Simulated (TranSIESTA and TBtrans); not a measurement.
Device: diphenylsilane-4,4'-diyl held by selenolate Se between the apex atoms of two Al(100) rods. Leads: fcc Al rod along [100], layers of 5 and 4 atoms, a = 4.04 Å. Geometry: as built, not relaxed. Transport runs along z; the first 18 and the last 18 of the 94 atoms are the lead cells, repeated to infinity.

```xyz
94
Lattice="14.213 0.000 0.000 0.000 14.213 0.000 0.000 0.000 45.781" Properties=species:S:1:pos:R:3 pbc="F F T"
Al     7.107     7.107     0.000
Al     9.963     7.107     0.000
Al     7.107     9.963     0.000
Al     4.250     7.107     0.000
Al     7.107     4.250     0.000
Al     8.535     8.535     2.020
Al     5.678     8.535     2.020
Al     8.535     5.678     2.020
Al     5.678     5.678     2.020
Al     7.107     7.107     4.040
Al     9.963     7.107     4.040
Al     7.107     9.963     4.040
Al     4.250     7.107     4.040
Al     7.107     4.250     4.040
Al     8.535     8.535     6.060
Al     5.678     8.535     6.060
Al     8.535     5.678     6.060
Al     5.678     5.678     6.060
Al     7.107     7.107     8.080
Al     9.963     7.107     8.080
Al     7.107     9.963     8.080
Al     4.250     7.107     8.080
Al     7.107     4.250     8.080
Al     8.535     8.535    10.100
Al     5.678     8.535    10.100
Al     8.535     5.678    10.100
Al     5.678     5.678    10.100
Al     7.107     7.107    12.120
Al     9.963     7.107    12.120
Al     7.107     9.963    12.120
Al     4.250     7.107    12.120
Al     7.107     4.250    12.120
Al     8.535     8.535    14.140
Al     5.678     8.535    14.140
Al     8.535     5.678    14.140
Al     5.678     5.678    14.140
Al     7.107     7.107    16.160
Se     8.670     8.203    17.647
C      7.716     7.534    19.172
C      6.674     8.283    19.730
C      5.979     7.796    20.841
C      6.318     6.553    21.392
C      7.371     5.811    20.841
C      8.065     6.299    19.730
Si     5.436     5.935    22.890
C      6.318     6.553    24.389
C      7.371     5.811    24.940
C      8.065     6.299    26.051
C      7.716     7.534    26.609
Se     8.670     8.203    28.134
C      6.674     8.283    26.051
C      5.979     7.796    24.940
H      6.404     9.241    19.305
H      5.180     8.388    21.270
H      7.655     4.858    21.270
H      8.874     5.719    19.305
H      4.051     6.429    22.890
H      5.428     4.464    22.890
H      7.655     4.858    24.510
H      8.874     5.719    26.476
H      6.404     9.241    26.476
H      5.180     8.388    24.510
Al     7.107     7.107    29.621
Al     8.535     8.535    31.641
Al     5.678     8.535    31.641
Al     8.535     5.678    31.641
Al     5.678     5.678    31.641
Al     7.107     7.107    33.661
Al     9.963     7.107    33.661
Al     7.107     9.963    33.661
Al     4.250     7.107    33.661
Al     7.107     4.250    33.661
Al     8.535     8.535    35.681
Al     5.678     8.535    35.681
Al     8.535     5.678    35.681
Al     5.678     5.678    35.681
Al     7.107     7.107    37.701
Al     9.963     7.107    37.701
Al     7.107     9.963    37.701
Al     4.250     7.107    37.701
Al     7.107     4.250    37.701
Al     8.535     8.535    39.721
Al     5.678     8.535    39.721
Al     8.535     5.678    39.721
Al     5.678     5.678    39.721
Al     7.107     7.107    41.741
Al     9.963     7.107    41.741
Al     7.107     9.963    41.741
Al     4.250     7.107    41.741
Al     7.107     4.250    41.741
Al     8.535     8.535    43.761
Al     5.678     8.535    43.761
Al     8.535     5.678    43.761
Al     5.678     5.678    43.761
```

Run with TranSIESTA and TBtrans (open boundaries, self-consistent; PseudoDojo norm-conserving potentials, scalar-relativistic): PAO.BasisSize SZP, PAO.EnergyShift 0.15 eV, XC.Authors PBE, Mesh.Cutoff 150 Ry, ElectronicTemperature 300 K, TS.Voltage 0.0 eV, TBT.Elecs.Eta 0.001 eV, no spin polarisation.

Energies count from the leads' Fermi level. Transmissions are for one spin of a degenerate pair. The energy step is 0.02 eV; narrower resonances are cut or missed.

| E (eV) | T |
|---|---|
| -0.20 | 1.95e-5 |
| -0.16 | 1.96e-5 |
| -0.12 | 2.31e-5 |
| -0.08 | 3.16e-5 |
| -0.04 | 4.90e-5 |
| 0.00 | 8.52e-5 |
| 0.04 | 0.000236 |
| 0.08 | 0.000357 |
| 0.12 | 0.000428 |
| 0.16 | 0.000497 |
| 0.20 | 0.000571 |

Question: Give the zero-bias conductance in μS and the resistance at 300 K.

Answer: At the Fermi level T = 8.52e-5. Averaged with −∂f/∂E over the full grid (kT = 25.9 meV) it is 0.000127, well away from the value at one energy, as T changes fast within a few kT. With G0 = 2e²/h = 77.48 μS, G = 0.00984 μS and R = 1/G = 102000 kΩ.

Question: Estimate the thermopower by Mott's formula S = −(π²/3)(kB²T/e) d ln T/dE from the rows at -0.04 and 0.04 eV.

Answer: d ln T/dE = 19.7 eV⁻¹ and (π²/3) kB²T/e = 7.33 μV/K · eV, so S = -140 μV/K; the full integral gives -110 μV/K. A negative sign means that T rises with energy over the thermal window.

The leads' channel count changes near 0.03 eV, within the thermal window, so values at the Fermi level hang on where that band edge falls. Semilocal functionals put molecular levels too close to the Fermi level and tend to overestimate such conductances.
